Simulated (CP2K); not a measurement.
Band structure of BeSe (F-43m, 2 atoms in the cell).

```yaml
crystal:
  lattice:
    - [3.67511, 0.00000, 0.00000]
    - [1.83756, 3.18274, 0.00000]
    - [1.83756, 1.06091, 3.00072]
  atoms:
    - { symbol: Be, position: [0.00000, 0.00000, 0.00000] }
    - { symbol: Se, position: [0.25000, 0.25000, 0.25000] }
```

Level of theory: PBE, GPW, DZVP-MOLOPT-SR-GTH basis, GTH-PBE potentials (GTH_POTENTIALS) run with CP2K.

Settings: CUTOFF = 600 Ry; REL_CUTOFF = 40 Ry; KPOINTS/SCHEME = MONKHORST-PACK 11 11 11; XC_FUNCTIONAL = PBE; Be/BASIS_SET = DZVP-MOLOPT-SR-GTH-q4; Be/POTENTIAL = GTH-PBE-q4; Se/BASIS_SET = DZVP-MOLOPT-SR-GTH-q6; Se/POTENTIAL = GTH-PBE-q6; METHOD = GPW; EPS_DEFAULT = 1e-10; EXTRAPOLATION = USE_GUESS; NGRIDS = 5; SCF_GUESS = ATOMIC; EPS_SCF = 1e-06.

The starting cell comes from a database of computed structures (which also holds hypothetical and non-ambient phases and stackings), without a prior relaxation at this level. Its lattice was rescaled by a random factor within 2.5 % of one. Values carry the incompleteness of an atom-centred basis.

Task: Predict the gap along the standard path and the places of the band edges.

Result: The gap along the path is 3.58 eV, from Γ to X; the smallest direct gap on it is 4.12 eV.

Levels in eV from the top of the valence band on the SCF mesh, bands 2 to 6:
```csv
point,2,3,4,5,6
Γ,-13.63,0.00,0.00,0.00,4.12
X,-11.90,-4.96,-2.59,-2.59,3.58
W,-11.87,-4.35,-3.67,-3.21,7.63
K,-11.92,-4.57,-3.90,-2.16,4.40
L,-12.35,-5.57,-1.05,-1.05,4.25
U,-11.92,-4.57,-3.90,-2.16,4.40
```

Higher empty bands are left out: an atom-centred basis made for the valence describes them poorly.
